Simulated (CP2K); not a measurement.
**Sensitivity of a calculation on CaTiF6 (P1, 8 atoms in the cell) to its settings**

```yaml
crystal:
  lattice:
    - [5.75357, 0.00000, 0.00000]
    - [3.05749, 4.87395, 0.00000]
    - [3.05749, 1.69129, 4.57109]
  atoms:
    - { symbol: Ca, position: [0.50194, 0.48877, 0.49499] }
    - { symbol: Ti, position: [0.00134, 0.99744, 0.00408] }
    - { symbol: F, position: [0.30277, 0.77834, 0.14589] }
    - { symbol: F, position: [0.68396, 0.22186, 0.86388] }
    - { symbol: F, position: [0.13420, 0.33530, 0.75516] }
    - { symbol: F, position: [0.86964, 0.67527, 0.23223] }
    - { symbol: F, position: [0.77058, 0.13470, 0.32099] }
    - { symbol: F, position: [0.23558, 0.86832, 0.68278] }
```

Base run A: LDA (Pade form), GPW, DZVP-MOLOPT-SR-GTH basis, GTH-PADE potentials (GTH_POTENTIALS) in CP2K, self-consistent single point.

Its settings: CUTOFF = 600 Ry; REL_CUTOFF = 60 Ry; KPOINTS/SCHEME = MONKHORST-PACK 4 4 4; XC_FUNCTIONAL = PADE; Ca/BASIS_SET = DZVP-MOLOPT-SR-GTH; Ca/POTENTIAL = GTH-PADE-q10; Ti/BASIS_SET = DZVP-MOLOPT-SR-GTH; Ti/POTENTIAL = GTH-PADE-q12; F/BASIS_SET = DZVP-MOLOPT-SR-GTH; F/POTENTIAL = GTH-PADE-q7; METHOD = GPW; EPS_DEFAULT = 1e-10; NGRIDS = 5; SCF_GUESS = ATOMIC; EPS_SCF = 1e-06; MAX_SCF = 100; ADDED_MOS = 11; MIXING/METHOD = BROYDEN_MIXING; MIXING/ALPHA = 0.4; MIXING/NBUFFER = 8.

The starting cell comes from a database of computed structures (which also holds hypothetical and non-ambient phases and stackings), without a prior relaxation at this level. Its atoms were displaced at random from the sites of space group no. 148. Values carry the incompleteness of an atom-centred basis. In the base run, with a pressure of about -5 GPa the cell is away from its equilibrium volume at this level. In the base run, forces exceed 1 eV/Å.

ΔF is the free energy per atom less that of run A. 

Run A gave: pressure (GPa) -4.66; largest force (eV/Å) 1.554; gap on the mesh (eV) 4.605; k-points 32.

Runs:
- B: FULL_GRID: default → T
- C: KPOINTS/SCHEME: MONKHORST-PACK 4 4 4 → MACDONALD 7 7 7 0.07142857143 0.07142857143 0.07142857143
- D: CUTOFF: 600 Ry → 780 Ry
- E: MIXING/METHOD: BROYDEN_MIXING → KERKER_MIXING
- F: XC_SMOOTH_RHO: default → NN10; XC_DERIV: default → NN10_SMOOTH

Question: What does run C change against A?

Answer: The free energy is nearly the same (within 1 meV/atom), the pressure stays at -4.66 GPa, the largest force stays at 1.554 eV/Å and the gap on the mesh goes from 4.605 to 4.591 eV.

Question: What does run F change against A?

Answer: The free energy goes up by 424 meV/atom, the pressure goes from -4.66 to -7.41 GPa, the largest force goes from 1.554 to 1.535 eV/Å and the gap on the mesh hardly changes (4.605 to 4.614 eV).

Question: What does run D change against A?

Answer: The free energy hardly moves (within 1 meV/atom), the pressure stays at -4.66 GPa, the largest force goes from 1.554 to 1.533 eV/Å and the gap on the mesh stays at 4.605 eV.

```csv
run,ΔF (meV/atom),pressure (GPa),largest force (eV/Å),gap on the mesh (eV),k-points
A,0.00,-4.66,1.554,4.605,32
B,0.00,-4.66,1.554,4.605,64
C,0.00,-4.66,1.554,4.591,343
D,0.08,-4.66,1.533,4.605,32
E,0.00,-4.66,1.554,4.605,32
F,424.0,-7.41,1.535,4.614,32
```
